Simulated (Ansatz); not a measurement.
The parent structure is YN in the rock salt structure (space group Fm-3m, No. 225; a = 4.896 Å).

Method: DFT with r2SCAN, PAW potentials and a 500 eV plane-wave cutoff in Ansatz (a program for electronic structure), spin-orbit coupling left out.

Strains are applied to the cell and any free atomic positions relax.

One change was made to it. Results:

| quantity | base | after |
|---|---|---|
| pressure | 0.0 kbar | -89.0 kbar |
| energy relative to the base (free energy F) | 0 meV/atom | +26 meV/atom |
| smallest direct gap | 0.98 eV | 1.12 eV |

Q: Which of these changes matches the shifts?
(A) isotropic strain +1.50 %
(B) isotropic strain +3.00 %
(C) isotropic strain +2.00 %
(D) isotropic strain +2.50 %
(E) isotropic strain +0.50 %

A: C, isotropic strain +2.00 %. For comparison, the energy relative to the base in the other runs: isotropic strain +0.50 % gives +1.7 meV/atom; isotropic strain +3.00 % gives +57 meV/atom; isotropic strain +1.50 % gives +15 meV/atom; isotropic strain +2.50 % gives +40 meV/atom.

Stability against distortions was not tested.
